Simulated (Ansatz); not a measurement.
System: Nb-vacancy pair (Nb on one host Cu site, one Cu site vacant) in fcc Cu (neutral cell). Method: PBE, PAW (plane waves to 420 eV; Ansatz, a quantum-chemistry and plane-wave program).

Cell of 32 host sites held at the relaxed PBE lattice; a 2×2×2 k-point mesh shifted by half a step; Fermi-Dirac width 0.10 eV, spin-restricted; finite-size errors left in. Static, classical nuclei. Forms of the defect that were not tried may lie lower.

Barriers: single points on a 4×4×4 k-point mesh shifted by half a step at the bands' geometries (they differ from the bands' own by up to 0.21 eV, and are uncertain by about as much).

Relaxed starting cell (atoms counted from 1):

```xyz
31
Lattice="7.2600 0.0000 0.0000 0.0000 7.2600 0.0000 0.0000 0.0000 7.2600" Properties=species:S:1:pos:R:3 pbc="T T T"
Nb    -0.0045     0.1253     0.1403
Cu    -0.0046     0.0486     3.5814
Cu    -0.0046     3.5695     0.0597
Cu    -0.0045     3.6097     3.6242
Cu     3.6245    -0.0024     0.0118
Cu     3.6261    -0.0010     3.6799
Cu     3.6256     3.6656     0.0131
Cu     3.6259     3.6314     3.6452
Cu    -0.0047     1.8517     5.4428
Cu    -0.0039     5.4291     1.8666
Cu    -0.0053     5.4662     5.4782
Cu     3.6256     1.8363     1.8485
Cu     3.6250     1.8233     5.4276
Cu     3.6246     5.4123     1.8381
Cu     3.6248     5.4478     5.4615
Cu     1.8887     0.0022     1.8792
Cu     1.8033     0.0119     5.4427
Cu     1.7875     3.6018     1.8368
Cu     1.8028     3.6321     5.4491
Cu     5.3611     0.0000     1.8783
Cu     5.4472     0.0125     5.4428
Cu     5.4630     3.6036     1.8361
Cu     5.4486     3.6310     5.4485
Cu     1.8880     1.8649     0.0142
Cu     1.7908     1.8230     3.6197
Cu     1.8039     5.4282     0.0276
Cu     1.8028     5.4343     3.6441
Cu     5.3627     1.8646     0.0138
Cu     5.4609     1.8228     3.6173
Cu     5.4468     5.4284     0.0263
Cu     5.4478     5.4347     3.6439
```

End state 1 differs by these moves (Å; atoms that move under 0.08 Å are left out):

```csv
atom,element,Δx,Δy,Δz
1,Nb,0.00,1.57,1.57
2,Cu,0.00,-0.08,0.08
3,Cu,0.00,0.08,-0.08
9,Cu,0.00,-0.08,0.08
10,Cu,0.00,0.08,-0.08
```

What is the computed forward and backward barriers to end state 1 (PBE, PAW)?

forward 0.54 eV, backward 0.54 eV; at the saddle point atom 1 has neighbours 4 Cu at 2.50, 4 Cu at 2.82 Å. The saddle point's order was not checked, and it lies on a symmetry element of the cell, where a band can be held.
